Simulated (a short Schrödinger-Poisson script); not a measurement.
Structure: symmetric double-gate stack, Si3N4 on p-type Ge(100), at 300 K.

```
layer  material  thickness (nm)  Na (cm⁻³)
-----  --------  --------------  ---------
1         Si3N4             5.1          -
2            Ge              20       7e15
3         Si3N4             5.1          -
```

Constants are typed, rounded textbook-type inputs, not results; the design itself was drawn at random and stands for no fabricated device. Si3N4: permittivity 7.5, conduction-band edge (eV) 1.9, gap (eV) 5.1, electron mass (mₑ) 0.5. Ge: permittivity 16, conduction-band edge (eV) 0, gap (eV) 0.664, Nv at 300 K (cm⁻³) 6e18.

Channel valleys (confinement mass, in-plane density-of-states mass, number): L4 0.12, 0.295, 4. At the gates, both at one voltage, the conduction-band edge of layer 1 lies 1.96 eV − eVg above the Fermi level of the channel. Gaps are held at their typed values at every temperature. Mesh 0.03 nm at interfaces.

From a short Schrödinger-Poisson script (our own, NumPy): 1D Poisson equation in equilibrium, electrons quantum, Hartree (BenDaniel-Duke, 12 states a valley, the channel's in-plane mass for all, wave functions free to enter the dielectric), parabolic valleys, classical holes, full ionisation, no traps, pinning or gate leakage.

The same stack at other levels of the model or other numerical settings:

| run | sheet density of all electrons at Vg = 1.5 V (cm⁻²) | sheet density of all electrons at Vg = 0.3 V (cm⁻²) | capacitance of both gates at Vg = 1.5 V (μF/cm²) | gate voltage at 1e11 electrons/cm² (V) | rough cost against the base |
|---|---|---|---|---|---|
| base | 1.96e13 | 3.42e12 | 2.28 | -0.05 | about 1 |
| electrons treated as classical, Boltzmann | ? | 3.93e12 | ? | -0.06 | 0.03 |
| electrons treated as classical, Fermi-Dirac | 2.11e13 | 3.87e12 | ? | -0.06 | 0.1 |
| mesh six times as coarse | 1.95e13 | 3.41e12 | 2.28 | -0.05 | 0.2 |

Problem. Some entries are withheld; supply them.

Solution. 
- electrons treated as classical, Boltzmann, sheet density of all electrons at Vg = 1.5 V (cm⁻²): 2.20e13
- electrons treated as classical, Fermi-Dirac, capacitance of both gates at Vg = 1.5 V (μF/cm²): 2.37
- electrons treated as classical, Boltzmann, capacitance of both gates at Vg = 1.5 V (μF/cm²): 2.51

The classical rows ignore confinement, and Boltzmann statistics overrate the density once the band edge passes the Fermi level.

Only the L valleys are kept; under strong confinement the Δ valleys of Ge fill too.
